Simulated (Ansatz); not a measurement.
**PBE against PBEsol: YN, pressure −2 GPa**

Take YN in the rock salt structure (space group Fm-3m, No. 225; a = 4.906 Å) as the base.

(Cell as relaxed with PBE.)

Levels (all Ansatz, an electronic-structure program, PAW): PBE (420 eV, no SOC); PBEsol (420 eV, scalar-relativistic without spin-orbit coupling).

Each level relaxes its own structure.

| base | PBE | PBEsol |
|---|---|---|
| volume per atom | 14.76 Å³ | 14.31 Å³ |
| lattice parameter a | 4.906 Å | 4.856 Å |
| band gap | 0.21 eV | 0.08 eV |

Now apply this change: a negative pressure, −2 GPa.

| quantity | PBE | PBEsol |
|---|---|---|
| hole mass (degenerate bands, along [100]) | 0.17, 1.0, 1.0 mₑ (at Γ) | (withheld) |
| shortest interatomic distance | 2.463 Å | (withheld) |
| smallest direct gap | 0.64 eV | (withheld) |
| gap character | indirect, Γ → X | (withheld) |

### Question
What does PBEsol give?

### Answer

- hole mass (degenerate bands, along [100]), PBEsol: 0.16, 0.99, 0.99 mₑ (at Γ)
- shortest interatomic distance, PBEsol: 2.438 Å
- smallest direct gap, PBEsol: 0.48 eV
- gap character, PBEsol: indirect, Γ → X

PBE's shortest interatomic distance lies 0.0257 Å above PBEsol's (1.1 %); PBE's smallest direct gap lies 0.155 eV above PBEsol's; the two agree on the gap character. Neither level is exact; PBEsol is the comparison here, not a measurement.

Load acts through the strain it causes; cell and atoms are relaxed under it. Masses are band curvatures over ±0.01 Å⁻¹ around the edge. Stability against distortions was not tested. The base started in P3_121 and relaxed to Fm-3m at this level. The zero or small gap of YN can change with the level of theory.
